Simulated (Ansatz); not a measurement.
System: TiAl3 (I4/mmm, No. 139). Method: RPBE (Ansatz, a program for electronic structure, plane waves, PAW).

Numerical settings: plane-wave cutoff 520 eV, 20×20×20 k mesh, Fermi–Dirac smearing 0.05 eV, no spin polarisation, scalar-relativistic PAW data made under PBE.

Computed points:

```tsv
V (Å³/atom)	E − E_lowest (meV/atom)	P (GPa)
15.630	8.83	4.49
15.955	2.14	2.13
16.281	0.00	0.00
16.607	1.98	-1.92
16.932	7.67	-3.65
```

Q: Fit the third-order Birch–Murnaghan equation and give B0 and B′.

A: V0 = 16.282 Å³/atom, B0 = 101 GPa, B′ = 4.1 (fit to the energies at full precision).

Shape and atoms are relaxed at each volume.

Measured, for comparison: equilibrium volume per atom 15.93 Å³/atom (temperature not stated, not corrected to a static lattice; as tabulated in P. Norby and A. Norlund Christensen, Acta Chemica Scandinavica A40, 157 (1986)). Computed (rounded) less measured: equilibrium volume per atom +2.2 %.

Note: the bulk modulus comes from volumes at which shape and atoms were relaxed.

Static lattice: no zero-point or thermal effects.

Computing time: around 17 core-minutes (rough).
